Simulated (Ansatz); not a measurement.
# Pressure series in CdSe

The parent structure is CdSe in the wurtzite structure (space group P6_3mc, No. 186; a = 4.383 Å, c = 7.154 Å).

Cell and atoms are relaxed at each pressure.

Method: Kohn–Sham DFT with the PBE functional, run in Ansatz (an electronic-structure program) with PAW and 420 eV plane waves, spin-orbit coupling left out.

Candidates:
(a) pressure −2 GPa
(b) pressure 10 GPa
(c) pressure −1 GPa
(d) pressure 0.3 GPa
(e) pressure 5 GPa

Base values:

The band gap comes out as 0.54 eV.

Q: Order them by band gap, highest first.

A: (b) pressure 10 GPa (0.87 eV), (e) pressure 5 GPa (0.74 eV), (d) pressure 0.3 GPa (0.56 eV), (c) pressure −1 GPa (0.49 eV), (a) pressure −2 GPa (0.43 eV)

Load acts through the strain it causes; cell and atoms are relaxed under it. Whether these cells are dynamically stable was not tested. Measured, CdSe leaves this structure (for rock salt) near 2.72 GPa (temperature not stated; as listed in Datta, Sujoy, Jana, Debnarayan, arXiv (2020)), on rising pressure, with hysteresis.
